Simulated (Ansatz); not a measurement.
Here is the system:

```yaml
crystal:
  lattice:
    - [4.03903, 0.00000, 0.00000]
    - [0.00000, 4.03903, 0.00000]
    - [0.00000, 0.00000, 4.03903]
  atoms:
    - { symbol: K, position: [0.00000, 0.00000, 0.00000] }
    - { symbol: Ta, position: [0.50000, 0.50000, 0.50000] }
    - { symbol: O, position: [0.00000, 0.50000, 0.50000] }
    - { symbol: O, position: [0.50000, 0.50000, 0.00000] }
    - { symbol: O, position: [0.50000, 0.00000, 0.50000] }
```

No spin polarisation.

Calculations: PBE (Ansatz, a program for electronic structure, PAW, no spin-orbit coupling). Γ-centred 8×8×8 mesh, Fermi–Dirac width 0.05 eV.

Q: Predict the band gap, width of the top valence band, gap character and smallest direct gap.

A: 
- Band gap: 2.14 eV
- Width of the top valence band: 1.07 eV
- Gap character: indirect, R → Γ
- Smallest direct gap: 2.76 eV

With Ta present, leaving out spin-orbit coupling can change the band edges. Load acts through the strain it causes; cell and atoms are relaxed under it. No phonon test of stability was made. The cell was made from KTaO₃ in the cubic perovskite structure (space group Pm-3m, No. 221) by this change: pressure −2 GPa.
